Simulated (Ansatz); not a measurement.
Worked example: self-consistent single point of Be₃Ir (I4mm, 4 atoms in the cell) in Ansatz (an electronic-structure program).

Computed with LDA (PW92), default PAW files made with PBE (plane waves; Ansatz).

```
Be3Ir
1.0
   -1.62345     1.62345     3.60744
    1.62345    -1.62345     3.60744
    1.62345     1.62345    -3.60744
Be Ir
3 1
Cartesian
  0.00000   1.62345   1.80372
  1.62345   0.00000   1.80372
  0.00000   0.00000   3.65744
  0.00000   0.00000   0.00000
```

Reference input (self-consistent single point, DFT, LDA (PW92), plane waves, default PAW files made with PBE): basis.ecutwfc = 420 eV; kpoints.mp_grid.grid = 14 14 14; hamiltonian.xc = lda; hamiltonian.pseudopotentials = {kind: paw} (the program's default PAW files); scf.occupations.method = fermi_dirac; scf.occupations.width = 0.1 eV. This run's input differs from it in these lines:

Ansatz 0.2 input:
```diff
@@ -14,3 +14,3 @@
 kpoints:
-  mp_grid: { grid: [14, 14, 14] }
+  mp_grid: { grid: [23, 23, 23] }
 hamiltonian:
@@ -19,3 +19,3 @@
 scf:
-  occupations: { method: fermi_dirac, width: 0.1 eV }
+  occupations: { method: gaussian, width: 0.2 eV }
 output:
```

Log, with long lists cut:

```
SCF iter   1: F=—  HF=-11929.890089 eV  |F-HF|=—  |Δ(HF+E_count)|=         —  Δρ=5.34e-3  dr2=1.00e-2  ethr=1.77e-3  ⟨swp⟩=5.0  Hψ=73015  notcnv=0
all-band conjugate gradients solve this SCF's bands
preconditioner: auto → Kerker (q_TF=auto, 2.509 Å⁻¹)
SCF iter   2: F=—  HF=-11929.888300 eV  |F-HF|=—  |Δ(HF+E_count)|=   1.79e-3  Δρ=3.31e-3  dr2=4.13e-3  ethr=4.36e-5  ⟨swp⟩=1.0  Hψ=22465  notcnv=0
   [... lines left out ...]
SCF iter   5: F=—  HF=-11929.886906 eV  |F-HF|=—  |Δ(HF+E_count)|=   6.83e-6  Δρ=4.60e-5  dr2=1.06e-6  ethr=2.64e-8  ⟨swp⟩=2.6  Hψ=24890  notcnv=0
SCF iter   6: F=-11929.886906 eV  HF=-11929.886906 eV  |F-HF|=6.47e-9  |Δ(HF+E_count)|=   2.12e-7  Δρ=8.09e-6  dr2=2.02e-8  ethr=4.35e-10  ⟨swp⟩=3.5  Hψ=55852  notcnv=0
the search or the solves at the SCF's close seem to have found levels that the self-consistency loop had missed (the run counts 2) …
SCF 1 converged in 6 iterations: F = -11929.886906 eV  dr2 = 2.02e-8
Free energy (F): -11929.886906 eV
Internal energy: -11929.865581 eV  (E = F + TS)
E sigma→0 (E₀):  -11929.876243 eV
Entropy (-TS):   -0.021325 eV (-5.331 meV/atom)
Fermi energy:    14.009635 eV
--- Forces (eV/Å), atoms counted from 1 ---
  atom   1  Be     0.00000000     0.00000000     0.04627498
  atom   2  Be    -0.00000000    -0.00000000     0.04627498
  atom   3  Be    -0.00000000     0.00000000    -0.03438505
  atom   4  Ir     0.00000000     0.00000000    -0.05817276
--- Stress (GPa, compression-positive) ---
       -4.279523       0.000000       0.000000
        0.000000      -4.279523      -0.000000
        0.000000      -0.000000      -4.959105
  P = ⅓ Tr σ = -4.5061 GPa (-45.061 kbar)
  The stress holds the Pulay correction. Without it, at fixed plane waves, as pw.x and ABINIT print it: P = -4.5364 GPa
```

The run converged in 6 iterations. Against the reference run the free energy goes up by 1.1 meV/atom, the pressure moves little (-4.44 to -4.51 GPa) and the largest force stays at 0.058 eV/Å.

The starting cell comes from a database of computed structures (which also holds hypothetical and non-ambient phases and stackings), without a prior relaxation at this level. Its lattice was rescaled by up to half a per cent. One atom was moved a little off its site on purpose. Spin polarisation is off. With a pressure of about -5 GPa the cell is away from its equilibrium volume at this level. Ansatz's pressure includes its estimate of the finite-basis (Pulay) stress.

Cost on one core of a shared machine: roughly 60 s.
